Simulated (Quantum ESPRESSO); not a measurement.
Troubleshooting Quantum ESPRESSO: a failed run on La₃Se₄ (I-43d, 14 atoms in the cell). The aim is a self-consistent single point with DFT, LDA (PZ), plane waves, GBRV 1.5 ultrasoft (LDA) pseudopotentials.

Cell that was meant: a = 7.8769 Å, b = 7.8769 Å, c = 7.8769 Å, α = 109.47°, β = 109.47°, γ = 109.47°.

Part of the input:

```fortran
 occupations = 'smearing'
 smearing = 'gauss'
 degauss = 0.0147
 celldm(1) = 14.885215
/
&electrons
 conv_thr = 1.0d-9
```

Log, with long lists cut:

```
 %%%%%%%%%%%%%%%%%%%%%%%%%%%%%%%%%%%%%%%%%%%%%%%%%%%%%%%%%%%%%%%%%%%%%%%%%%%%%%
     Error in routine cell_base_init (2):
     lattice parameter specified twice
 %%%%%%%%%%%%%%%%%%%%%%%%%%%%%%%%%%%%%%%%%%%%%%%%%%%%%%%%%%%%%%%%%%%%%%%%%%%%%%

     stopping ...
```

**Question.** From the messages shown, name the fault and mend the input.

**Answer.** The fault is the cell or its scale given twice. Two definitions of the lattice conflict. To fix it, keep one definition. The program stopped before any SCF iteration.

An input that runs soundly differs in these lines (not the only fix; some lines may just follow from the change or write a value another way):
```diff
- celldm(1) = 14.885215
```

With that input, the run converged in 10 iterations: free energy E − TS -13073.5744 eV; Fermi level (on the code's own zero) 10.84 eV; pressure -4.68 GPa; largest force (vector length) 0.046 eV/Å (DFT, LDA (PZ), plane waves, GBRV 1.5 ultrasoft (LDA) pseudopotentials).

On the sound input: the starting cell comes from a database of computed structures (which also holds hypothetical and non-ambient phases and stackings), without a prior relaxation at this level. With a pressure of about -5 GPa the cell is away from its equilibrium volume at this level.
